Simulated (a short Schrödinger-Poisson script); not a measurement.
Stack: symmetric double-gate stack, HfO2 on p-type Ge(100), at 300 K.

```
layer  material  thickness (nm)  Na (cm⁻³)
-----  --------  --------------  ---------
1          HfO2             2.8          -
2            Ge              20       4e16
3          HfO2             2.8          -
```

Constants are typed, rounded textbook-type inputs, not results; the design itself was drawn at random and stands for no fabricated device. HfO2: permittivity 22, conduction-band edge (eV) 1.5, gap (eV) 5.7, electron mass (mₑ) 0.2. Ge: permittivity 16, conduction-band edge (eV) 0, gap (eV) 0.664, Nv at 300 K (cm⁻³) 6e18.

Channel valleys (confinement mass, in-plane density-of-states mass, number): L4 0.12, 0.295, 4. At the gates, both at one voltage, the conduction-band edge of layer 1 lies 1.66 eV − eVg above the Fermi level of the channel. Gaps are held at their typed values at every temperature. Mesh 0.03 nm at interfaces.

Solved with a short Schrödinger-Poisson script written for these runs: 1D Poisson equation in equilibrium, electrons quantum, Hartree (BenDaniel-Duke, 12 states a valley, the channel's in-plane mass for all, wave functions ending at the dielectric), parabolic valleys, classical holes, full ionisation, no traps, pinning or gate leakage.

The same stack at other levels of the model or other numerical settings:

| run | sheet density of all electrons at Vg = 0.85 V (cm⁻²) | sheet density of all electrons at Vg = 0.25 V (cm⁻²) | capacitance of both gates at Vg = 0.85 V (μF/cm²) | gate voltage at 1e11 electrons/cm² (V) | rough cost against the base |
|---|---|---|---|---|---|
| base | 2.58e13 | 3.52e12 | 7.00 | 0.04 | about 1 |
| electrons treated as classical, Boltzmann | 4.86e13 | 6.05e12 | 12.6 | 0.03 | 0.03 |
| electrons treated as classical, Fermi-Dirac | 3.90e13 | 5.68e12 | 9.59 | 0.03 | 0.1 |
| mesh six times as coarse | 2.58e13 | 3.52e12 | 7.01 | 0.04 | 0.3 |

The classical rows ignore confinement, and Boltzmann statistics overrate the density once the band edge passes the Fermi level.

Only the L valleys are kept; under strong confinement the Δ valleys of Ge fill too.
